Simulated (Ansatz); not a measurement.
**LaMnO3 (space group R-3c, No. 167; ferromagnetic)**

LaMnO₃ has the trigonal space group R-3c, hexagonal axes (No. 167), Pearson symbol hR10. Cell: a = b = 5.504 Å, c = 13.196 Å, α = β = 90.00°, γ = 120.00°. La on 6a is coordinated by 3 O at 2.430 Å and 6 O at 2.732 Å and 3 O at 3.074 Å. Mn on 6b has 6 O at 1.959 Å (octahedral). O on 18e has 2 Mn at 1.959 Å and 1 La at 2.430 Å and 2 La at 2.732 Å and 1 La at 3.074 Å. (Neighbours: up to the widest gap in distance over summed covalent radii, below 1.35, at either atom; cation-cation and far metal-metal contacts left out.)
(The calculation used a cell of 10 atoms; values per cell refer to that cell.)

Calculations: PBEsol, PAW, 420 eV (Ansatz, a first-principles code; spin-orbit coupling left out). k-mesh 11×11×11 (Γ-centred); smearing 0.05 eV (Fermi–Dirac).

- Volume per atom: 11.54 Å³
- Density: 6.96 g/cm³
- Band gap: zero
- Magnetic state: ferromagnetic
- Total energy: -2343.667 eV/atom (σ→0; compares only within this code and set-up)

Stability against distortions was not tested. No Hubbard U is applied and the magnetic state is the run's own (LaMnO3 ferromagnetic); small cells can't hold the antiferromagnetic order that many such compounds have, so gaps and moments can be off. In its common phase, real LaMnO3 is an antiferromagnetic insulator at low temperature.
